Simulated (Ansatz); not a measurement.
The starting structures come from a database of crystals and need not be the phases stable at ambient conditions.

Here is the system:

```xyz
10
Lattice="6.3818 0.0000 0.0000 0.0000 8.4056 0.0000 0.0000 -2.9885 6.4272" Properties=species:S:1:pos:R:3 pbc="T T T"
Cs     4.7864     2.8772     1.3378
Cs     1.5955     2.5399     5.0894
Cs     4.7864    -0.3022     3.7679
Cs     1.5955     5.7192     2.6593
As     1.5955     0.8811     1.7335
As     4.7864     4.5359     4.6937
As     4.7864     6.5122     0.4435
As     1.5955    -1.0951     5.9837
Pd     0.0000     0.0000     0.0000
Pd     3.1909     0.0000     0.0000
```

Space group of this cell: Cmcm. The cell is taken as given.

Transport runs along the normal of the first two printed cell vectors.

No gap correction and no spin-orbit coupling; mid-gap values are interpolated between computed energies.

Q: Give the band gap and the smallest decay constant κ at mid-gap that r2SCAN run with Ansatz (an electronic-structure program) yields.

A: Gap 1.10 eV on a 6×6×6 mesh; κ = 0.177 1/Å, at (0.000, 0.500) of the in-plane reciprocal vectors. At the zone centre, at the nearest computed energy, the slowest state has κ = 0.19 1/Å.
